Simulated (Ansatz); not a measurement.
We consider stishovite (SiO2), described by PBE (PAW; Ansatz, a program for electronic structure).

Run with plane-wave cutoff 520 eV, 6×6×10 k mesh (along the axes of the cell as run), scalar-relativistic PAW data made under PBE.

Computed at the level's own relaxed cell.

Elastic tensor (GPa, Voigt notation, ions relaxed):

```
  386.9   163.2   177.2     0.0     0.0     0.0
  163.2   386.9   177.2     0.0     0.0     0.0
  177.2   177.2   690.5     0.0     0.0     0.0
    0.0     0.0     0.0   226.9     0.0     0.0
    0.0     0.0     0.0     0.0   226.9     0.0
    0.0     0.0     0.0     0.0     0.0   284.9
```

Q: Work out the Voigt, Reuss and Hill averages of the bulk and shear moduli, Young's modulus and Poisson's ratio from the printed constants.

A: K_V = [C11 + C22 + C33 + 2(C12 + C13 + C23)]/9 = [1464.3 + 2 × 517.6]/9 = 277.7 GPa. G_V = [1464.3 − 517.6 + 3 × 738.7]/15 = 210.9 GPa. From the compliances S = C⁻¹, K_R = 259.4 and G_R = 188.5 GPa. Hill means: K = 268.5, G = 199.7 GPa. E = 9KG/(3K + G) = 480 GPa, ν = (3K − 2G)/(6K + 2G) = 0.20, K/G = 1.34.

Measured, for comparison: elastic constant C11 462 GPa, elastic constant C12 201 GPa, elastic constant C44 258 GPa, elastic constant C33 769 GPa, elastic constant C13 190 GPa (temperature not stated, not corrected to a static lattice; as tabulated in Lakshtanov, Sinogeikin, Hellwig, Katsura, Bass et al., AGU Fall Meeting 2007 …); elastic constant C66 299 GPa (temperature not stated, not corrected to a static lattice, our sources range from 299 to 321; as tabulated in Lakshtanov, Sinogeikin, Hellwig, Katsura, Bass et al., AGU Fall Meeting 2007 …). Computed (rounded) less measured: elastic constant C11 -16 %, elastic constant C12 -19 %, elastic constant C44 -12 %, elastic constant C33 -10 %, elastic constant C13 -7 %, elastic constant C66 -5 % (-5 % to -11 % over the range).
